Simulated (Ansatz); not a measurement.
By PBEsol, the system below comes out a metal.

The ballistic (Sharvin) conductance counts the channels at the Fermi level: G/A = (e²/h) × channels of both spins per area.

Data:

```
TiN
1.0
    2.99902     0.00000     0.00000
    0.00000     2.99902     0.00000
    1.49951    -1.49951     2.12062
Ti N
1 1
Direct
  0.00000   0.00000   0.00000
  0.50000   0.50000   0.00000
```

The cell is taken as given; by PBEsol it stands under a pressure of -7.5 GPa.

The current flows along the normal of the first two printed cell vectors, the (001) plane of the conventional cell. No spin-orbit coupling; the value is a mean over 0.1 eV about the Fermi level.

Task: State the ballistic conductance per area according to PBEsol (Ansatz, a first-principles code).

Result: 1.1 × 10¹⁵ S/m² for both spins.
